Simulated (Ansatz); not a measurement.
Start from CuI in the zinc blende structure (space group F-43m, No. 216).

```
CuI
1.0
    0.00000     2.96966     2.96966
    2.96966     0.00000     2.96966
    2.96966     2.96966     0.00000
Cu I
1 1
Direct
  0.00000   0.00000   0.00000
  0.25000   0.25000   0.25000
```

Cartesian axes are those of the cell as printed.

Level of theory: PBEsol, PAW, 420 eV (Ansatz, a program for electronic structure; without spin-orbit coupling).

Base values:

| Property | Result |
|---|---|
| Pressure | 0.0 kbar |

The change: biaxial strain +2.08 %, plane normal [111], relaxed out of plane (Cartesian); in-plane vectors clamped, the third vector and the atoms free.

**Question.** What happens to the energy relative to the base?

**Answer.** The energy grows by 6.0 meV/atom.

**Question.** What happens to the pressure?

**Answer.** The pressure (mean of the normal stresses, compression positive) goes from zero to -11.6 kbar.

Whether these cells are dynamically stable was not tested. All final runs are without spin polarisation.
